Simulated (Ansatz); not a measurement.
## Sb2TeO2 (model structure, started from the Bi2O2Se type, I4/mmm, No. 139, 5 atoms in the cell): lattice parameter a by level of theory

No measured value is used here.

| level (code) | value (Å) |
|---|---|
| LDA (Ansatz) | ___ |
| PBE (Ansatz) | 3.902 |
| PBEsol (Ansatz) | 3.854 |
| r²SCAN (Ansatz) | 3.870 |

Question: Complete the blanks.

Answer: 
- LDA (Ansatz, an electronic-structure program), value (Å): 3.827

Cutoffs differ between the levels. Ansatz's density-functional and Hartree–Fock values are scalar-relativistic unless marked +SOC, with PAW data made under PBE.

A model structure was made by putting elements into a prototype or built by hand; it is no filed structure, need not be a known phase, and can be a saddle point held by its symmetry.
